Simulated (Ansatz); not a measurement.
The reference is Ag in the fcc (Cu type) structure (space group Fm-3m, No. 225; a = 4.001 Å; relaxed with 0.1 eV smearing). Axes: x, y, z lie along the cube axes.

Computed with LDA (Ansatz, a quantum-chemistry and plane-wave program), no spin-orbit coupling.

It is then changed as follows: uniaxial strain ε_zz = +1.00 %, all other strain components held at zero; the atoms relax in the strained cell.

### Question
Predict the stress tensor and what it implies for the stiffness.

### Answer
Stress of the strained cell less that of the base (GPa, compression positive):
```
   -1.2     0.0     0.0
    0.0    -1.2     0.0
    0.0     0.0    -1.6
```

Then −Δσ_ii/ε with ε = 0.0100 gives relaxed-ion elastic constants: C33 ≈ 164 GPa, C13 ≈ 119 GPa and C23 ≈ 119 GPa.

Whether these cells are dynamically stable was not tested.
